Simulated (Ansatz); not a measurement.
## A computed series for C: response to strain

The parent structure is C in the diamond structure (space group Fd-3m, No. 227; a = 3.560 Å). Axes: x, y, z lie along the cube axes.

Strains are applied to the cell and any free atomic positions relax; under biaxial strain the out-of-plane vector relaxes too; under stress the whole cell relaxes.

The values are results of DFT with r2SCAN, PAW potentials and a 500 eV plane-wave cutoff in Ansatz (a first-principles code), spin-orbit coupling left out, earlier PAW set, not measurements.

Notes on the quantities. energy relative to the base: free energy F.

```json
[
 {"case": "base", "energy relative to the base": "0 meV/atom", "gap character": "indirect, Γ → Γ–X (71 % along)", "space group": "Fd-3m (No. 227)"},
 {"case": "biaxial strain +1.45 %, plane normal [110], relaxed out of plane", "energy relative to the base": "+9.1 meV/atom", "gap character": "indirect, Γ → Γ–T (71 % along)", "space group": "Imma (No. 74)"},
 {"case": "biaxial strain +2.46 %, plane normal [110], relaxed out of plane", "energy relative to the base": "+26 meV/atom", "gap character": "indirect, Γ → Γ–T (74 % along)", "space group": "Imma (No. 74)"},
 {"case": "biaxial strain −0.55 %, plane normal [111], relaxed out of plane", "energy relative to the base": "+1.4 meV/atom", "gap character": "indirect, Γ → F–Γ (25 % along)", "space group": "R-3m (No. 166)"},
 {"case": "biaxial strain +1.13 %, plane normal [111], relaxed out of plane", "energy relative to the base": "___", "gap character": "indirect, Γ → F–Γ (25 % along)", "space group": "R-3m (No. 166)"},
 {"case": "isotropic strain −5.36 %", "energy relative to the base": "+0.237 eV/atom", "gap character": "–", "space group": "Fd-3m (No. 227)"},
 {"case": "isotropic strain −1.70 %", "energy relative to the base": "+22 meV/atom", "gap character": "indirect, Γ → Γ–X (71 % along)", "space group": "Fd-3m (No. 227)"},
 {"case": "isotropic strain +3.17 %", "energy relative to the base": "+66 meV/atom", "gap character": "–", "space group": "Fd-3m (No. 227)"},
 {"case": "uniaxial stress, 3 GPa tension along z", "energy relative to the base": "+0.1 meV/atom", "gap character": "indirect, Γ → Γ–X (75 % along)", "space group": "I4_1/amd (No. 141)"},
 {"case": "tensor shear ε_yz = −3.57 %", "energy relative to the base": "+53 meV/atom", "gap character": "indirect, Γ → X", "space group": "Imma (No. 74)"}
]
```

Problem. What belongs in the blanks?

Solution. 
- biaxial strain +1.13 %, plane normal [111], relaxed out of plane, energy relative to the base: +5.6 meV/atom

A biaxial case was relaxed in a doubled cell and then solved in the primitive one. Beyond what the load breaks, stability against distortions was not tested. Labels are those of the standard path for the cell's own space group.
